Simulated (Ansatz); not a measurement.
The cell is built on a prototype and need not be the phase stable at ambient conditions.

By PBEsol, the system below comes out a metal.

Data:

```
ZrC
1.0
    2.89494     0.00000     0.00000
    0.00000     2.89494     0.00000
    0.00000     0.00000     2.89494
Zr C
1 1
Direct
  0.00000   0.00000   0.00000
  0.50000   0.50000   0.50000
```

Space group of this cell: Pm-3m, CsCl type. The cell was relaxed by PBE-D3(BJ); by PBEsol its mean pressure is -0.8 GPa.

The current flows along the normal of the first two printed cell vectors. No spin-orbit coupling; the value is a mean over 0.1 eV about the Fermi level.

Q: Estimate the ballistic conductance per area that PBEsol run with Ansatz (a quantum-chemistry and plane-wave program) returns for this system.

A: 1.6 × 10¹⁵ S/m² for both spins.
